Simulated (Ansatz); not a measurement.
Base system: MgO in the rock salt structure (space group Fm-3m, No. 225; a = 4.208 Å). Axes: x, y, z lie along the cube axes.

Calculations: r2SCAN (Ansatz, a program for electronic structure; PAW; 500 eV plane waves; without spin-orbit coupling), earlier PAW set.

Modification: uniaxial strain ε_xx = −5.34 %, all other strain components held at zero, atoms relaxed at fixed cell.

Problem. Predict the stress tensor and what it implies for the stiffness.

Solution. Stress of the strained cell less that of the base (GPa, compression positive):
```
  23.08    0.00    0.00
   0.00    5.62    0.00
   0.00    0.00    5.62
```

Then −Δσ_ii/ε with ε = -0.0534 gives secant stiffness values (nonlinear terms included at this strain): C11 ≈ 432 GPa, C12 ≈ 105 GPa and C13 ≈ 105 GPa.

As a check, the harmonic strain energy −½ V₀ Δσ:ε is 36 meV/atom; the computed energy rise is 32 meV/atom.

Whether these cells are dynamically stable was not tested.
